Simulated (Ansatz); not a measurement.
CdSiP2 (model structure, started from the chalcopyrite type, I-42d, No. 122, 8 atoms in the cell)

All values below come from PBE-D3(BJ) (plane waves, PAW; Ansatz, a program for electronic structure).

Settings: plane-wave cutoff 500 eV, 10×10×10 k mesh, Fermi–Dirac smearing 0.05 eV, scalar-relativistic PAW data made under PBE.

Cell (relaxed at this level):

```
CELL_PARAMETERS angstrom
     -2.83009     2.83009     5.21659
      2.83009    -2.83009     5.21659
      2.83009     2.83009    -5.21659
ATOMIC_POSITIONS crystal
  Cd 0.75000 0.25000 0.50000
  Cd 0.00000 0.00000 0.00000
  Si 0.25000 0.75000 0.50000
  Si 0.50000 0.50000 0.00000
  P  0.16976 0.12500 0.54476
  P  0.58024 0.62500 0.45524
  P  0.37500 0.83024 0.95524
  P  0.87500 0.41976 0.04476
```

```yaml
band_gap: 1.33 eV (on the SCF k mesh)
```

Note: the relaxation could raise the start's symmetry but not lower it, so the cell can be a saddle point.

Spin–orbit coupling is not included.

Computed values are for the static lattice.

The result took around 7 core-minutes (rough).

A model structure was made by putting elements into a prototype or built by hand; it is no filed structure, need not be a known phase, and can be a saddle point held by its symmetry.
